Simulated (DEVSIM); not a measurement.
System: abrupt In0.53Ga0.47As n-p junction, at 300 K.

```tsv
layer (left to right)	material	thickness (μm)	Nd (cm⁻³)	Na (cm⁻³)	τn (s)	τp (s)
1	In0.53Ga0.47As	0.200	1.8e16	-	3.2e-10	3.2e-10
2	In0.53Ga0.47As	4.90	-	5.1e17	3.2e-10	3.2e-10
```

Left contact: ohmic. Right contact: ohmic. Voltage is applied to the left contact. Recombination: SRH at mid-gap, radiative. Mobility is μmin + (μ − μmin)/(1 + (N/Nref)^α).

Constants are typed, rounded textbook-type inputs, not results; the design itself was drawn at random and stands for no fabricated device. Values at 300 K.

```
parameter      In0.53Ga0.47As
-------------  --------------
gap (eV)                 0.74
affinity (eV)            4.51
permittivity             13.9
Nc (cm⁻³)              2.1e17
Nv (cm⁻³)              7.7e18
μn (cm²/Vs)             12000
μp (cm²/Vs)               300
μn,min                    300
μp,min                     10
Nref,n                 1.3e17
Nref,p                 4.9e17
αn                       0.48
αp                        0.4
B (cm³/s)             9.6e-11
```

DEVSIM, 1D drift-diffusion, Boltzmann statistics, complete ionisation; no tunnelling, impact ionisation, image-force lowering or self-heating.

### Question
Tabulate band edges, carrier densities and field at zero bias.

### Answer
Energies count from the Fermi level of the right contact; mesh points crowd at the junctions.

```json
[
 {"x (μm)": "0.000", "Ec (eV)": "0.064", "Ev (eV)": "-0.676", "n (cm⁻³)": "1.8e16", "p (cm⁻³)": "3.3e7", "field (V/cm)": "9400"},
 {"x (μm)": "0.01723", "Ec (eV)": "0.080", "Ev (eV)": "-0.660", "n (cm⁻³)": "9.4e15", "p (cm⁻³)": "6.4e7", "field (V/cm)": "10000"},
 {"x (μm)": "0.04374", "Ec (eV)": "0.113", "Ev (eV)": "-0.627", "n (cm⁻³)": "2.6e15", "p (cm⁻³)": "2.3e8", "field (V/cm)": "15000"},
 {"x (μm)": "0.08453", "Ec (eV)": "0.191", "Ev (eV)": "-0.549", "n (cm⁻³)": "1.3e14", "p (cm⁻³)": "4.6e9", "field (V/cm)": "24000"},
 {"x (μm)": "0.1462", "Ec (eV)": "0.382", "Ev (eV)": "-0.358", "n (cm⁻³)": "8.0e10", "p (cm⁻³)": "7.5e12", "field (V/cm)": "38000"},
 {"x (μm)": "0.1762", "Ec (eV)": "0.508", "Ev (eV)": "-0.232", "n (cm⁻³)": "6.3e8", "p (cm⁻³)": "9.6e14", "field (V/cm)": "45000"},
 {"x (μm)": "0.1958", "Ec (eV)": "0.602", "Ev (eV)": "-0.138", "n (cm⁻³)": "1.6e7", "p (cm⁻³)": "3.6e16", "field (V/cm)": "52000"},
 {"x (μm)": "0.2185", "Ec (eV)": "0.667", "Ev (eV)": "-0.073", "n (cm⁻³)": "1300000", "p (cm⁻³)": "4.5e17", "field (V/cm)": "4900"},
 {"x (μm)": "0.2509", "Ec (eV)": "0.670", "Ev (eV)": "-0.070", "n (cm⁻³)": "1200000", "p (cm⁻³)": "5.1e17", "field (V/cm)": "29"},
 {"x (μm)": "0.3081", "Ec (eV)": "0.670", "Ev (eV)": "-0.070", "n (cm⁻³)": "1200000", "p (cm⁻³)": "5.1e17", "field (V/cm)": "≈ 0"},
 {"x (μm)": "0.4089", "Ec (eV)": "0.670", "Ev (eV)": "-0.070", "n (cm⁻³)": "1200000", "p (cm⁻³)": "5.1e17", "field (V/cm)": "≈ 0"},
 {"x (μm)": "0.6781", "Ec (eV)": "0.670", "Ev (eV)": "-0.070", "n (cm⁻³)": "1200000", "p (cm⁻³)": "5.1e17", "field (V/cm)": "≈ 0"},
 {"x (μm)": "1.060", "Ec (eV)": "0.670", "Ev (eV)": "-0.070", "n (cm⁻³)": "1200000", "p (cm⁻³)": "5.1e17", "field (V/cm)": "≈ 0"},
 {"x (μm)": "1.733", "Ec (eV)": "0.670", "Ev (eV)": "-0.070", "n (cm⁻³)": "1200000", "p (cm⁻³)": "5.1e17", "field (V/cm)": "≈ 0"},
 {"x (μm)": "3.260", "Ec (eV)": "0.670", "Ev (eV)": "-0.070", "n (cm⁻³)": "1200000", "p (cm⁻³)": "5.1e17", "field (V/cm)": "≈ 0"},
 {"x (μm)": "4.065", "Ec (eV)": "0.670", "Ev (eV)": "-0.070", "n (cm⁻³)": "1200000", "p (cm⁻³)": "5.1e17", "field (V/cm)": "≈ 0"},
 {"x (μm)": "4.523", "Ec (eV)": "0.670", "Ev (eV)": "-0.070", "n (cm⁻³)": "1200000", "p (cm⁻³)": "5.1e17", "field (V/cm)": "≈ 0"},
 {"x (μm)": "4.783", "Ec (eV)": "0.670", "Ev (eV)": "-0.070", "n (cm⁻³)": "1200000", "p (cm⁻³)": "5.1e17", "field (V/cm)": "≈ 0"},
 {"x (μm)": "4.966", "Ec (eV)": "0.670", "Ev (eV)": "-0.070", "n (cm⁻³)": "1200000", "p (cm⁻³)": "5.1e17", "field (V/cm)": "≈ 0"},
 {"x (μm)": "5.034", "Ec (eV)": "0.670", "Ev (eV)": "-0.070", "n (cm⁻³)": "1200000", "p (cm⁻³)": "5.1e17", "field (V/cm)": "≈ 0"},
 {"x (μm)": "5.073", "Ec (eV)": "0.670", "Ev (eV)": "-0.070", "n (cm⁻³)": "1200000", "p (cm⁻³)": "5.1e17", "field (V/cm)": "≈ 0"},
 {"x (μm)": "5.100", "Ec (eV)": "0.670", "Ev (eV)": "-0.070", "n (cm⁻³)": "1200000", "p (cm⁻³)": "5.1e17", "field (V/cm)": "≈ 0"}
]
```
